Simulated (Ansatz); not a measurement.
Base system: CdS in the zinc blende structure (space group F-43m, No. 216; a = 5.825 Å). Axes: x, y, z lie along the cube axes.

Computed with Ansatz (an electronic-structure program) PBEsol, no SOC, earlier PAW set.

For the base:

The band gap is 1.01 eV.

The change: uniaxial stress, 2 GPa tension along z; all other stress components relax to zero.

Predict the new energy relative to the base and band gap.

The energy grows by 8.4 meV/atom; the band gap decreases by 0.126 eV (1.01 eV → 0.89 eV).

Load acts through the strain it causes; cell and atoms are relaxed under it. Stability under load was not tested beyond the relaxation.
